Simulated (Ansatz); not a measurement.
Abridged Ansatz (a program for electronic structure) output:

```
Pseudopotential: Au, paw, valence charge 19
Crystal: 1 atoms, lattice volume = 17.536 Å³
Basis set: ecut = 500 eV, 459 PW (Γ), exchange–correlation on 96×96×96 points (64 copies of the dense FFT grid, shifted against one another)
Bands: 14, of which v1, the nominal top of the filled ones, is band 10 counted from 1 (9 counted from 0)
Symmetry: 48 space group operations
k-points: 220 of 6859
Functional: x = r2scan, c = r2scan; τ floored in thin density (d = 2e-4 eV/Å³)
SCF iter   1: F=—  HF=-13163.515079 eV  |F-HF|=—  |Δ(HF+E_count)|=         —  Δρ=1.47e-2  dr2=3.91e-2  dr2_τ=2.98e-3  ethr=1.77e-3  ⟨swp⟩=5.1  Hψ=16069  notcnv=0
SCF iter   2: F=—  HF=-13163.506709 eV  |F-HF|=—  |Δ(HF+E_count)|=   8.37e-3  Δρ=5.83e-3  dr2=5.65e-3  dr2_τ=1.06e-3  ethr=2.06e-4  ⟨swp⟩=2.0  Hψ=5744  notcnv=0  defer=58
SCF 1 converged in 7 iterations: F = -13163.507287 eV  dr2 = 7.52e-11
SCF converged after 7 iterations
Free energy (F): -13163.507287 eV
Internal energy: -13163.504086 eV  (E = F + TS)
E sigma→0 (E₀):  -13163.505687 eV
Entropy (-TS):   -0.003201 eV (-3.201 meV/atom)
Fermi energy:    19.806129 eV
--- Forces (eV/Å), atoms counted from 1 ---
  atom   1  Au     0.00000000     0.00000000    -0.00000000
--- Stress (GPa, compression-positive) ---
        0.000286       0.000000       0.000000
       -0.000000       0.000286       0.000000
       -0.000000       0.000000       0.000286
  P = ⅓ Tr σ = 0.0003 GPa (0.003 kbar)
```

**Question.** What was computed, and what are the main results?

**Answer.** Au, 1 atom in the cell, with Kohn–Sham DFT with the r2SCAN functional, run in Ansatz with PAW and 500 eV plane waves, no SOC. The last SCF converged to F = -13163.507287 eV, or -13163.5073 eV per atom, at a pressure of 0.00 GPa. The total energy compares only with runs of the same code, potentials and settings.

No phonon test of stability was made. The cell is Au in the fcc (Cu type) structure (space group Fm-3m, No. 225).
